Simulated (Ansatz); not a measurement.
Hf in the hcp (Mg type) structure (space group P6_3/mmc, No. 194)

```cif
data_Hf2
_chemical_formula_sum 'Hf2'
_space_group_name_H-M_alt 'P63/mmc'
_space_group_IT_number 194
_space_group_name_Hall '-P 6c 2c'
_cell_length_a 3.19791
_cell_length_b 3.19791
_cell_length_c 5.04735
_cell_angle_alpha 90.000
_cell_angle_beta 90.000
_cell_angle_gamma 120.000
loop_
_atom_site_label
_atom_site_type_symbol
_atom_site_symmetry_multiplicity
_atom_site_Wyckoff_symbol
_atom_site_fract_x
_atom_site_fract_y
_atom_site_fract_z
_atom_site_occupancy
Hf1 Hf 2 d 0.66667 0.33333 0.25000 1
```

Level of theory: Ansatz (a quantum-chemistry and plane-wave program) r2SCAN, without spin-orbit coupling. Γ-centred 17×17×9 mesh, Fermi–Dirac width 0.05 eV.

- Volume per atom: 22.35 Å³
- Density: 13.26 g/cm³
- Band gap: zero
- Total energy: -15733.063 eV/atom (σ→0; compares only within this code and set-up)

No phonon test of stability was made. The final runs are not spin-polarised.
